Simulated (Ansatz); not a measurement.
## A15 Mo₃Si

These are BLYP (PAW; Ansatz, a first-principles code) values and carry that method's errors.

Settings: plane-wave cutoff 520 eV, 12×12×12 k mesh, Fermi–Dirac smearing 0.05 eV, no spin polarisation, scalar-relativistic PAW data made under PBE.

Cell: relaxed at this level.

| Quantity | Value |
|---|---|
| equilibrium volume per atom | 15.37 Å³/atom |
| bulk modulus B0 | 220 GPa |
| lattice parameter a | 4.972 Å |
| band gap | none |
| pressure derivative B′ of the bulk modulus | 4.5 |

Measured, for comparison: lattice constant a 4.889 Å (temperature not stated, copied from a table, unchecked, not corrected to a static lattice; as tabulated in Dopovidi Akademii Nauk Ukrains'koi RSR, Seriya A: Fiziko-Tekhnichni ta Matematichni Nauki 1970, 553 (1970)). Computed (rounded) less measured: lattice constant a not scored (unchecked).

Spin–orbit coupling is not included.

Computed values are for the static lattice.

The result took roughly 6 core-minutes.
